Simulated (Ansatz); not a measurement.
A computed series for SiO2: pressure series

The reference is SiO₂ in the rutile structure (space group P4_2/mnm, No. 136).

Space group P4₂/mnm (No. 136); a = b = 4.1852 Å, c = 2.6688 Å, α = β = γ = 90.00°

```
atom  site  symmetry       x       y       z
----  ----  --------  ------  ------  ------
Si      2a      m.mm  0.0000  0.0000  0.0000
O       4f      m.2m  0.3061  0.3061  0.0000
```

Cell and atoms are relaxed at each pressure.

Level of theory: r2SCAN (Ansatz, a program for electronic structure, PAW, no spin-orbit coupling).

Candidates:
(a) pressure −1 GPa
(b) pressure 7 GPa
(c) pressure −2 GPa
(d) pressure 15 GPa
(e) pressure 100 GPa

For the base:

```
Quantity   Result
--------  -------
Band gap  6.51 eV
```

Q: Order them by band gap, lowest first.

A: (c) pressure −2 GPa (6.41 eV), (a) pressure −1 GPa (6.46 eV), (b) pressure 7 GPa (6.87 eV), (d) pressure 15 GPa (7.26 eV), (e) pressure 100 GPa (8.04 eV)

Load acts through the strain it causes; cell and atoms are relaxed under it. No phonon test of stability was made. Competing high-pressure phases were not computed.
